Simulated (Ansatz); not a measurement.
Abridged Ansatz (a program for electronic structure) output:

```
Relaxation: its limit of steps is 50 (relax.max_steps)
Pseudopotential: Mg, paw, valence charge 10
Crystal: 2 atoms, lattice volume = 45.257 Å³
Basis set: ecut = 420 eV, 881 PW (Γ), exchange–correlation on 48×48×72 points (8 copies of the dense FFT grid, shifted against one another)
Bands: 14, of which v1, the nominal top of the filled ones, is band 10 counted from 1 (9 counted from 0)
Symmetry: 24 space group operations
k-points: 288 of 4851
Functional: x = pbe(κ = 0.804, μ = 0.2195149727645171), c = pbe(β = 0.06672455060314922)
SCF iter   1: F=—  HF=-3847.617284 eV  |F-HF|=—  |Δ(HF+E_count)|=         —  Δρ=8.50e-4  dr2=3.84e-4  ethr=1.77e-3  ⟨swp⟩=5.0  Hψ=20240  notcnv=0
SCF iter   2: F=—  HF=-3847.616915 eV  |F-HF|=—  |Δ(HF+E_count)|=   3.69e-4  Δρ=5.45e-4  dr2=1.57e-4  ethr=1.92e-6  ⟨swp⟩=2.2  Hψ=8601  notcnv=0
SCF 1 converged in 6 iterations: F = -3847.616942 eV  dr2 = 3.04e-9
relax step   1: F+E_penalty+E_count = -3847.61694205 eV  Δ(F+E_penalty+E_count) = +0.000e0 eV  max|allowed force component| = 1.850e-17 eV/Å  Δτ_max = 0.0000 Å  P = +0.577 GPa  Ω = 45.257 Å³  fix = [a, b, gamma]  reactions: a +0.840, b +0.840 GPa  (6 SCF iters, dr2 threshold 1.00e-7 eV, accepted)
[... steps on the carried basis left out ...]
relax step   3: F+E_penalty+E_count = -3847.61694660 eV  Δ(F+E_penalty+E_count) = -3.933e-7 eV  max|allowed force component| = 4.626e-18 eV/Å  Δτ_max = 0.0000 Å  P = +0.551 GPa  Ω = 45.290 Å³  energy of the carried Pulay correction = -6.829e-7 eV  fix = [a, b, gamma]  reactions: a +0.826, b +0.826 GPa  (3 SCF iters, dr2 threshold 7.76e-10 eV, accepted)
Crystal: 2 atoms, lattice volume = 45.290 Å³
SCF iter   1: F=—  HF=-3847.616918 eV  |F-HF|=—  |Δ(HF+E_count)|=         —  Δρ=1.46e-6  dr2=4.66e-10  ethr=2.54e-8  ⟨swp⟩=3.6  Hψ=32062  notcnv=0
SCF iter   2: F=—  HF=-3847.616947 eV  |F-HF|=—  |Δ(HF+E_count)|=   2.95e-5  Δρ=5.50e-7  dr2=6.36e-11  ethr=2.33e-12  ⟨swp⟩=3.3  Hψ=9387  notcnv=0
SCF 4 converged in 4 iterations: F = -3847.616947 eV  dr2 = 1.50e-13
SCF converged after 4 iterations
Free energy (F): -3847.616947 eV
Internal energy: -3847.590562 eV  (E = F + TS)
E sigma→0 (E₀):  -3847.603755 eV
Entropy (-TS):   -0.026385 eV (-13.193 meV/atom)
Fermi energy:    5.762098 eV
--- Forces (eV/Å), atoms counted from 1 ---
  atom   1  Mg     0.00000000     0.00000000     0.00000000
  atom   2  Mg    -0.00000000    -0.00000000     0.00000000
--- Stress (GPa, compression-positive) ---
        0.826040      -0.000000       0.000000
        0.000000       0.826040       0.000000
        0.000000       0.000000       0.000032
  P = ⅓ Tr σ = 0.5507 GPa (5.507 kbar)
--- Relaxed structure (3 steps of the walk, 3 accepted, 1 SCFs on fresh bases) ---
  cell:  # Å, volume = 45.2900 Å³
    - [3.163264281786873, 8.867898868635762e-112, 0.0]
    - [1.5816321408934364, 2.7394672269113687, 0.0]
    - [0.0, 0.0, 5.226379145364155]
  atoms:
    - { symbol: Mg, position: [0.6666666666666667, 0.6666666666666666, 0.7499999999999999] }
    - { symbol: Mg, position: [0.33333333333333337, 0.3333333333333333, 0.24999999999999997] }
```

Task: What was computed, and what are the main results?

Result: Mg, 2 atoms in the cell, with Ansatz PBE, without spin-orbit coupling. The last SCF converged to F = -3847.616947 eV, or -1923.8085 eV per atom, at a pressure of 0.55 GPa. The total energy compares only with runs of the same code, potentials and settings.

The cells carry an imposed strain or load. No phonon test of stability was made. The cell was made from Mg in the hcp (Mg type) structure (space group P6_3/mmc, No. 194) by this change: biaxial strain −1.00 %, plane normal [001], relaxed out of plane.

Keys are those of Ansatz 0.2.
